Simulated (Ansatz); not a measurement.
The reference is Ge (space group I4/mmm, No. 139; a hypothetical phase, not in the database extracts checked).

```yaml
crystal:
  lattice:
    - [-3.52568, 3.52568, 2.03643]
    - [3.52568, -3.52568, 2.03643]
    - [3.52568, 3.52568, -2.03643]
  atoms:
    - { symbol: Ge, position: [0.17852, 0.17852, 0.35705] }
    - { symbol: Ge, position: [0.17852, 0.82148, 0.00000] }
    - { symbol: Ge, position: [0.82148, 0.17852, 0.00000] }
    - { symbol: Ge, position: [0.82148, 0.82148, 0.64295] }
```

Method: Ansatz (a quantum-chemistry and plane-wave program) PBE, spin-orbit coupling left out.

For the base:

```
Quantity   Result
--------  -------
Pressure  0.0 GPa
Band gap     zero
```

One thing is altered: every lattice vector is shortened by 0.74 %; the atoms relax in the strained cell.

Task: How does this affect the pressure, energy relative to the base and band gap?

Result: The pressure (mean of the normal stresses, compression positive) goes from zero to 1.3 GPa; the energy increases by 2.2 meV/atom; the band gap is still zero.

The mesh was chosen for an insulator and is coarse for the gapless case. Stability against distortions was not tested.
